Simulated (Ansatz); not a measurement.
Bond-angle distributions (per cent of the angles at each element, bins of 10°) of a relaxed model of amorphous Hf₁₈O₄₁Nb₂ at 8.77 g/cm³. All values below come from PBE, scalar-relativistic without spin-orbit coupling (plane waves to 420 eV, PAW; Ansatz, a first-principles code).

Preparation: random packing, a CHGNet melt and quench, and a DFT relaxation. O atoms were pushed apart under 1.9 Å during the dynamics, to hinder bonds among them. The hot cell started wider than the set density and was brought back towards it in steps. It is the lowest in DFT energy of 2 quenches. It is a model cell: composition and starting density were chosen by hand, and all elements were melted together. No dispersion term was used. Its density started from a set value of 8.49 and ended at 8.77 g/cm³. The simulated quench (nominally 300 K/ps over its main leg) is rapid and tends to freeze in more defects than a deposited or slowly cooled glass has. One small periodic cell is one sample of the glass; other quenches scatter about these values. Volume and shape were free in the relaxation. On a 2×2×2 Γ-centred mesh force components of up to 0.13 eV/Å stay, since the relaxation ran on the zone centre alone.

Bonds are counted up to Hf-Hf 3.34 Å, Hf-O 2.84 Å, Hf-Nb 3.23 Å, O-O 1.58 Å, O-Nb 2.53 Å, Nb-Nb 3.12 Å. Two cations that share two anions don't count as bonded, nor two that share one unless they lie closer than Hf-Hf 3.25 Å, Hf-Nb 3.15 Å, Nb-Nb 3.04 Å.

```tsv
angle (°)	at Hf	at O	at Nb
50-60	0	0	0
60-70	7	0	0
70-80	26	0	23
80-90	17	7	20
90-100	12	22	13
100-110	5	27	7
110-120	4	14	10
120-130	5	10	10
130-140	11	9	0
140-150	8	5	7
150-160	4	3	7
160-170	2	2	0
170-180	1	1	3
```

They go with these counts of neighbours within the cut-offs, cation contacts included: Hf mean 6.6, most often 6; O mean 3.2, most often 3; Nb mean 6.0, most often 6.
